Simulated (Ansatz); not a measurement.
The cell is built on a prototype and need not be the phase stable at ambient conditions.

By PBEsol, the system below comes out a metal.

Data:

```
CELL_PARAMETERS angstrom
      3.06480     0.00000     0.00000
      0.00000     4.33428     0.00000
      0.00000     2.16714     2.16714
ATOMIC_POSITIONS crystal
  Ti 0.00000 0.00000 0.00000
  Si 0.50000 0.50000 0.00000
```

Space group of this cell: Pm-3m, CsCl type. The cell was relaxed by PBE-D3(BJ); by PBEsol its mean pressure is 2.0 GPa.

The current flows along the normal of the first two printed cell vectors. No spin-orbit coupling; the value is a mean over 0.1 eV about the Fermi level.

Task: Estimate the ballistic conductance per area that PBEsol (Ansatz, a first-principles code) returns for this system.

Result: 1.1 × 10¹⁵ S/m² for both spins.
